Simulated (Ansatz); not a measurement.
# AlN: pressure series

Base system: AlN in the zinc blende structure (space group F-43m, No. 216).

```
CELL_PARAMETERS angstrom
      0.00000     2.17113     2.17113
      2.17113     0.00000     2.17113
      2.17113     2.17113     0.00000
ATOMIC_POSITIONS crystal
  Al 0.00000 0.00000 0.00000
  N  0.25000 0.25000 0.25000
```

Cell and atoms are relaxed at each pressure.

Computed with Ansatz (a first-principles code), LDA, PAW, cutoff 420 eV, spin-orbit coupling left out.

Two rows of this table had their results exchanged by mistake.

```json
[
 {"pressure": "pressure −2 GPa", "volume per atom (Å³)": "9.35", "shortest distance (Å)": "1.825", "band gap": "3.29 eV"},
 {"pressure": "pressure −1 GPa", "volume per atom (Å³)": "10.28", "shortest distance (Å)": "1.883", "band gap": "3.25 eV"},
 {"pressure": "pressure 0.9 GPa", "volume per atom (Å³)": "10.19", "shortest distance (Å)": "1.878", "band gap": "3.25 eV"},
 {"pressure": "pressure 2.1 GPa", "volume per atom (Å³)": "10.13", "shortest distance (Å)": "1.874", "band gap": "3.26 eV"},
 {"pressure": "pressure 9 GPa", "volume per atom (Å³)": "9.84", "shortest distance (Å)": "1.856", "band gap": "3.27 eV"},
 {"pressure": "pressure 15 GPa", "volume per atom (Å³)": "9.61", "shortest distance (Å)": "1.841", "band gap": "3.28 eV"},
 {"pressure": "pressure 22.5 GPa", "volume per atom (Å³)": "10.33", "shortest distance (Å)": "1.886", "band gap": "3.25 eV"},
 {"pressure": "pressure 30 GPa", "volume per atom (Å³)": "9.13", "shortest distance (Å)": "1.810", "band gap": "3.29 eV"}
]
```

Question: Which two?

Answer: The rows for pressure −2 GPa and pressure 22.5 GPa: the volume has to fall steadily with pressure, so 10.33 Å³ belongs to pressure −2 GPa and 9.35 Å³ to pressure 22.5 GPa.

Load acts through the strain it causes; cell and atoms are relaxed under it. No phonon test of stability was made. Tetrahedral semiconductors of this kind turn to denser phases somewhere between about 1 and 50 GPa; those were not computed, so compressed cells here can lie past the real transition. This is not the structure that AlN has at room temperature and ambient pressure.
